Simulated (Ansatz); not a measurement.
Cubic perovskite CsHgCl3, treated with r²SCAN (Ansatz, a first-principles code, PAW).

Numerical settings: plane-wave cutoff 560 eV, 10×10×10 k mesh, Fermi–Dirac smearing 0.05 eV, scalar-relativistic PAW data made under PBE.

Computed at the level's own relaxed cell.

Give the computed volume per atom, bulk modulus B0, lattice parameter a and pressure derivative B′ of the bulk modulus.


- volume per atom: 30.20 Å³/atom
- bulk modulus B0: 33.9 GPa
- lattice parameter a: 5.325 Å
- pressure derivative B′ of the bulk modulus: 5.1

The run finds no gap.

Measured, for comparison: equilibrium volume per atom 31.67 Å³/atom (temperature not stated, not corrected to a static lattice; as tabulated in Moreira and Dias (2007), arXiv:cond-mat/0703451). Computed (rounded) less measured: equilibrium volume per atom -4.6 %.

Note: the relaxation could not lower the start's symmetry, so the cell can be a saddle point above a distorted one; the volume lies 6 % below that of the published cell.

Spin–orbit coupling is not included; it can open a gap where bands touch, and shift volumes and moduli.

The computed numbers hold no vibrational or temperature effects.
